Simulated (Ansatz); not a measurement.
The parent structure is InAs in the zinc blende structure (space group F-43m, No. 216; a = 6.087 Å). Axes: x, y, z lie along the cube axes.

Level of theory: Ansatz (a quantum-chemistry and plane-wave program) PBEsol, no spin-orbit coupling.

Base values:

```
Quantity            Value
---------------  --------
Pressure          0.0 GPa
Band gap             zero
Volume per atom  28.20 Å³
```

The change: biaxial strain −1.50 %, plane normal [001], relaxed out of plane (Cartesian); in-plane vectors clamped, the third vector and the atoms free.

### Question
What does the calculation give for the energy relative to the base after the change?

### Answer
The energy rises by 3.0 meV/atom.

### Question
What happens to the pressure?

### Answer
The pressure (mean of the normal stresses, compression positive) goes from zero to 0.8 GPa.

### Question
Predict the new band gap.

### Answer
The band gap stays zero.

### Question
Estimate the effect on the volume per atom.

### Answer
The volume per atom falls by 0.383 Å³ (28.20 Å³ → 27.81 Å³).

Whether these cells are dynamically stable was not tested. All final runs are without spin polarisation. A zero or small gap of InAs can be the functional's error rather than a property of the material.
